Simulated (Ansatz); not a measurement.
The parent structure is Cu3Sn (space group P6_3/mmc, No. 194; a = 5.512 Å, c = 4.277 Å; a cell from a computed database, its experimental status unchecked). Axes: x lies along a and z along c of the hexagonal cell.

The values are results of r2SCAN, PAW, 500 eV (Ansatz, a first-principles code; no spin-orbit coupling), earlier PAW set, not measurements.

Before the change:

The pressure comes out as 0.0 GPa, the shortest interatomic distance is 2.570 Å and the band gap is zero.

Now apply this change: biaxial strain −0.77 %, plane normal [001], relaxed out of plane (Cartesian); in-plane vectors clamped, the third vector and the atoms free.

Task: What happens to the pressure?

Result: The pressure (mean of the normal stresses, compression positive) goes from zero to 0.9 GPa.

Task: Predict the new shortest interatomic distance.

Result: The shortest interatomic distance shrinks by 0.008 Å, from 2.570 Å to 2.562 Å.

Task: Estimate the effect on the band gap.

Result: The band gap stays zero.

Stability against distortions was not tested. All final runs are without spin polarisation.
